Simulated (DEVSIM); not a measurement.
Device: Pd/SiO2/p-Si capacitor, at 250 K.

```
layer (left to right)  material  thickness (nm)  Na (cm⁻³)
---------------------  --------  --------------  ---------
1                          SiO2            12.0          -
2                            Si           12000     2.2e15
```

Metal gate on the left, work function 5.2 eV. Fixed charge at the semiconductor interface 2.7e11 cm⁻² (in units of +e); no interface traps.

Constants are typed, rounded textbook-type inputs, not results; the design itself was drawn at random and stands for no fabricated device. Values at 300 K; Nc and Nv go as T^1.5, mobilities as T to minus their exponent, the gap by Varshni's rule with the affinity fixed.

| parameter | SiO2 | Si |
|---|---|---|
| gap (eV) | 9 | 1.124 |
| affinity (eV) | 0.9 | 4.05 |
| permittivity | 3.9 | 11.7 |
| Nc (cm⁻³) | - | 2.86e19 |
| Nv (cm⁻³) | - | 3.1e19 |
| Varshni α (eV/K) | - | 0.000473 |
| Varshni β (K) | - | 636 |

DEVSIM, 1D Poisson equation in equilibrium, Boltzmann statistics, complete ionisation; no quantum confinement or tunnelling. Metal contacts follow the ideal Schottky-Mott rule: no Fermi-level pinning, no interface dipoles.

Base results: minimum of the low-frequency capacitance (μF/cm²) 0.0164; capacitance of the dielectric stack (μF/cm²) 0.288; threshold voltage (band bending 2φF) (V) 0.88; flat-band voltage (V) 0.06.

Task: What follows from this one change: temperature 250 → 500 K?

Result: minimum of the low-frequency capacitance 0.0164 → 0.0465 μF/cm²; capacitance of the dielectric stack little changed (0.288 μF/cm²); threshold voltage (band bending 2φF) 0.88 → 0.60 V; flat-band voltage 0.06 → 0.38 V.

Task: What follows from this one change: interface trap density 0 → 1e+12 cm^-2 eV^-1?

Result: minimum of the low-frequency capacitance 0.0164 → 0.110 μF/cm²; capacitance of the dielectric stack little changed (0.288 μF/cm²); threshold voltage (band bending 2φF) 0.88 → 1.09 V; flat-band voltage 0.06 → -0.14 V.

Task: What follows from this one change: gate work function 5.2 → 4.9 eV?

Result: minimum of the low-frequency capacitance little changed (0.0164 μF/cm²); capacitance of the dielectric stack little changed (0.288 μF/cm²); threshold voltage (band bending 2φF) 0.88 → 0.58 V; flat-band voltage 0.06 → -0.24 V.

Task: What follows from this one change: substrate doping 2.2e+15 → 4.4e+14 cm^-3?

Result: minimum of the low-frequency capacitance 0.0164 → 0.00801 μF/cm²; capacitance of the dielectric stack little changed (0.288 μF/cm²); threshold voltage (band bending 2φF) 0.88 → 0.80 V; flat-band voltage 0.06 → 0.10 V.

Task: What follows from this one change: SiO2 thickness 0.012 → 0.014 μm?

Result: minimum of the low-frequency capacitance little changed (0.0164 μF/cm²); capacitance of the dielectric stack 0.288 → 0.247 μF/cm²; threshold voltage (band bending 2φF) 0.88 → 0.87 V; flat-band voltage 0.06 → 0.04 V.
